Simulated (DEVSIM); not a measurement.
Structure: abrupt Si p-n junction, at 300 K.

Layer 1 from the left is Si, thickness (μm) 4.00, Na (cm⁻³) 4.4e15, τn (s) 2.5e-5, τp (s) 2.5e-5. Layer 2 from the left is Si, thickness (μm) 0.940, Nd (cm⁻³) 2.3e15, τn (s) 2.5e-5, τp (s) 2.5e-5.

Left contact: ohmic. Right contact: ohmic. Voltage is applied to the left contact. Recombination: SRH at mid-gap. Mobility is μmin + (μ − μmin)/(1 + (N/Nref)^α).

The device is made up for the run: typed textbook-type constants, with dimensions and the other settings drawn at random. Values at 300 K.

Si: gap (eV) 1.124, affinity (eV) 4.05, permittivity 11.7, Nc (cm⁻³) 2.86e19, Nv (cm⁻³) 3.1e19, μn (cm²/Vs) 1417, μp (cm²/Vs) 470, μn,min 52, μp,min 45, Nref,n 9.7e16, Nref,p 2.2e17, αn 0.68, αp 0.72.

Model (solved in DEVSIM): 1D drift-diffusion, Boltzmann statistics, complete ionisation; no tunnelling, impact ionisation, image-force lowering or self-heating.

Problem. What does the simulation give for the dark forward voltage at 100 A/cm², the dark forward voltage at 1 A/cm²?

Solution. dark forward voltage at 100 A/cm² 0.710 V; dark forward voltage at 1 A/cm² 0.525 V.
